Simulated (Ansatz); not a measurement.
The starting structures come from a database of crystals and need not be the phases stable at ambient conditions.

 Where the default PAW files enter, the runs use the earlier of Ansatz's two default sets.

The decay constant κ of evanescent states in the gap governs leakage through a thin film.

Input:

```
CoNaO2
1.0
    4.99068     0.00000     0.00000
    1.66356     5.14666     0.00000
    2.49534     0.00000     1.44069
Na Co O
1 1 2
Direct
  0.00000   0.00000   0.00000
  0.50000   0.50000   0.00000
  0.76941   0.69178   0.00000
  0.23059   0.30822   0.00000
```

Space group of this cell: R-3m. The cell is taken as given; by PBEsol its mean pressure is -1.2 GPa.

Transport runs along the normal of the first two printed cell vectors, the (110) plane of the conventional cell.

No gap correction and no spin-orbit coupling; mid-gap values are interpolated between computed energies.

### Question
Give the band gap and the smallest decay constant κ at mid-gap that PBEsol (Ansatz, a program for electronic structure) yields.

### Answer
Gap 0.86 eV on a 20×20×20 mesh; κ = 0.269 1/Å, at (-0.167, 0.333) of the in-plane reciprocal vectors. At the zone centre, at the nearest computed energy, the slowest state has κ = 0.39 1/Å.
